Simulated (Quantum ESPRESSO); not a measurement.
A self-consistent single point of LiMg₃ (P6_3/mmc, 8 atoms in the cell) with Quantum ESPRESSO.

Method: PBEsol, SSSP 1.1.2 efficiency (PBE) pseudopotentials (plane waves; Quantum ESPRESSO).

```
CELL_PARAMETERS angstrom
      6.27104     0.00000     0.00000
     -3.13552     5.43088     0.00000
      0.00000     0.00000     5.06495
ATOMIC_POSITIONS crystal
  Li 0.66667 0.33333 0.75000
  Li 0.33333 0.66667 0.25000
  Mg 0.16737 0.33475 0.75000
  Mg 0.83262 0.66525 0.25000
  Mg 0.83262 0.16737 0.25000
  Mg 0.16737 0.83262 0.75000
  Mg 0.66525 0.83262 0.75000
  Mg 0.33475 0.16737 0.25000
```

Reference input (self-consistent single point, DFT, PBEsol, plane waves, SSSP 1.1.2 efficiency (PBE) pseudopotentials): ecutwfc = 40 Ry; ecutrho = 320 Ry; occupations = smearing; smearing = fermi-dirac; degauss = 0.0099958 Ry; input_dft = pbesol; potentials = {Li: li_pbe_v1.4.uspp.F.UPF, Mg: Mg.pbe-n-kjpaw_psl.0.3.0.UPF}; K_POINTS = automatic 5 5 5 0 0 0; conv_thr = 1e-11 Ry. This run's input differs from it in these lines:

```diff
@@ -35,3 +35,3 @@
 K_POINTS {automatic}
-5 5 5  0 0 0
+6 6 6  0 0 0
 CELL_PARAMETERS {bohr}
```

The program printed (abridged):

```
     Self-consistent Calculation

     iteration #  1     ecut=    40.00 Ry     beta= 0.70

     Threshold (ethr) on eigenvalues was too large:
     Diagonalizing with lowered threshold

     total energy              =    -225.27965541 Ry
     estimated scf accuracy    <       0.09695026 Ry

     iteration #  2     ecut=    40.00 Ry     beta= 0.70

     total energy              =    -225.29084386 Ry
     estimated scf accuracy    <       0.02867063 Ry

     iteration #  3     ecut=    40.00 Ry     beta= 0.70

     total energy              =    -225.29774599 Ry
     estimated scf accuracy    <       0.00142487 Ry

   [... 7 blocks of this kind left out ...]

     iteration # 11     ecut=    40.00 Ry     beta= 0.70
     c_bands:  4 eigenvalues not converged
     c_bands:  1 eigenvalues not converged
     c_bands:  1 eigenvalues not converged
     c_bands:  3 eigenvalues not converged

     total energy              =    -225.29913670 Ry
     estimated scf accuracy    <          3.4E-11 Ry

     iteration # 12     ecut=    40.00 Ry     beta= 0.70
     End of self-consistent calculation

     the Fermi energy is     3.0583 ev

!    total energy              =    -225.29913670 Ry
     estimated scf accuracy    <          9.8E-13 Ry
     smearing contrib. (-TS)   =      -0.01394251 Ry
     internal energy E=F+TS    =    -225.28519419 Ry

     convergence has been achieved in  12 iterations

     Forces acting on atoms (cartesian axes, Ry/au):

     atom    1 type  1   force =    -0.00000000    0.00000000   -0.00000000
     atom    2 type  1   force =     0.00000000    0.00000000    0.00000000
     atom    3 type  2   force =     0.00000000    0.00256823   -0.00000000
     atom    4 type  2   force =    -0.00000000   -0.00256823    0.00000000
     atom    5 type  2   force =    -0.00222415    0.00128412    0.00000000
   [... lines left out ...]

     Total force =     0.006291     Total SCF correction =     0.000000

          total   stress  (Ry/bohr**3)                   (kbar)     P=       -0.25
  -0.00000162  -0.00000000   0.00000000           -0.24       -0.00        0.00
  -0.00000000  -0.00000162   0.00000000           -0.00       -0.24        0.00
   0.00000000   0.00000000  -0.00000194            0.00        0.00       -0.29

   JOB DONE.
```

The run converged in 12 iterations. Against the reference run the free energy goes up by 3.8 meV/atom, the pressure stays near -0.03 GPa while the zz stress (positive for compression) goes from -0.59 to -0.03 GPa and the largest force goes from 0.076 to 0.066 eV/Å. The full log also holds: “c_bands:  5 eigenvalues not converged”.

The starting cell comes from a database of computed structures (which also holds hypothetical and non-ambient phases and stackings), without a prior relaxation at this level.

Cost on one core of a shared machine: roughly 60 s.
